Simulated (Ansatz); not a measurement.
```xyz
2
Lattice="0.0000 2.1071 2.0702 2.1071 0.0000 2.0702 2.1071 2.1071 0.0000" Properties=species:S:1:pos:R:3 pbc="T T T"
O      0.0000     0.0000     0.0000
Mg     2.1071     2.1071     2.0702
```

A single point on MgO with a change (uniaxial strain ε_zz = −1.75 %), its geometry relaxed with PBEsol.

All numbers come from Kohn–Sham DFT with the PBEsol functional, run in Ansatz (a first-principles code) with PAW and 420 eV plane waves, spin-orbit coupling included. k-mesh 13×13×13 (Γ-centred); smearing 0.05 eV (Fermi–Dirac).

### Question
Predict the hole mass.

### Answer
2.0 mₑ along z, 0.66 mₑ across (at Γ).

### Question
What is the computed band gap?

### Answer
4.76 eV.

### Question
What width of the top valence band does the calculation give?

### Answer
1.90 eV.

### Question
What is the computed valence-band top at Γ (three highest Kramers pairs, from the VBM)?

### Answer
0.00, -0.02, -0.06 eV.

Single points use the geometry relaxed with PBEsol. Masses are band curvatures over ±0.01 Å⁻¹ around the edge. Whether these cells are dynamically stable was not tested. The cell was made from MgO in the rock salt structure (space group Fm-3m, No. 225) by this change: uniaxial strain ε_zz = −1.75 %.
